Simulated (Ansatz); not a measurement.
Data:

End structure of the (111)A surface of zinc-blende ZnSe, Zn-terminated, CH3 on every top atom (bottom of the slab: 2 H on 4 bottom sites):

```xyz
50
Lattice="8.1098 0.0000 0.0000 -4.0549 7.0233 0.0000 0.0000 0.0000 31.0000" Properties=species:S:1:pos:R:3 pbc="T T T"
Se    -0.0156     0.0090     9.9698
Se     4.0794    -0.0141     9.5118
Se    -2.0030     3.4975     9.5118
Se     2.0118     3.5207     9.9698
Zn     2.2198     1.0595    10.5695
Zn     5.8685     1.2940    10.5505
Zn    -0.2139     4.8057    10.5505
Zn     4.2473     4.5711    10.5695
Se     2.0275     1.1706    13.0407
Se     6.0824     1.1706    13.0407
Se     0.0000     4.6822    13.0407
Se     4.0549     4.6822    13.0407
Zn     0.0000     2.3411    13.8684
Zn     4.0549     2.3411    13.8684
Zn    -2.0275     5.8528    13.8684
Zn     2.0275     5.8528    13.8684
Se     0.0023     2.3398    16.3419
Se     4.0547     2.3412    16.3431
Se    -2.0277     5.8529    16.3431
Se     2.0298     5.8514    16.3419
Zn     0.0015    -0.0009    17.1882
Zn     4.0555    -0.0003    17.1848
Zn    -2.0269     3.5113    17.1848
Zn     2.0289     3.5108    17.1882
Se    -0.0004     0.0002    19.6334
Se     4.0553    -0.0002    19.6308
Se    -2.0271     3.5115    19.6308
Se     2.0271     3.5118    19.6334
Zn     2.0279     1.1702    20.5767
Zn     6.0818     1.1709    20.5776
Zn    -0.0005     4.6825    20.5776
Zn     4.0554     4.6819    20.5767
H      0.0587    -0.0339     8.4917
H      2.0862     3.4777     8.4917
C      2.0279     1.1703    22.5859
H      3.0646     1.2330    22.9332
H      1.4552     2.0366    22.9336
H      1.5640     0.2410    22.9334
C      6.0813     1.1712    22.5865
H      7.1178     1.2346    22.9345
H      5.5080     2.0372    22.9340
H      5.6178     0.2418    22.9343
C     -0.0011     4.6828    22.5865
H      1.0354     4.7463    22.9345
H     -0.5743     5.5489    22.9340
H     -0.4645     3.7535    22.9343
C      4.0554     4.6819    22.5859
H      5.0921     4.7447    22.9332
H      3.4826     5.5482    22.9336
H      3.5915     3.7527    22.9334
```

Set-up: 50 atoms, 14.7 Å thick at the start with caps and adatoms; mesh 3x3x1; 0.025 eV smearing; dipole correction on; 8 atoms held, the rest relaxed; no symmetry held; no spin (no spin-polarised run to compare, though such a face may carry moments), no spin-orbit, no U. The slab shows no gap over 0.04 eV on its mesh. It is one candidate, not shown to be the stable structure of the face.

Question: What work function of the top face does PBE (Ansatz, a program for electronic structure) give?

Answer: 5.93 eV
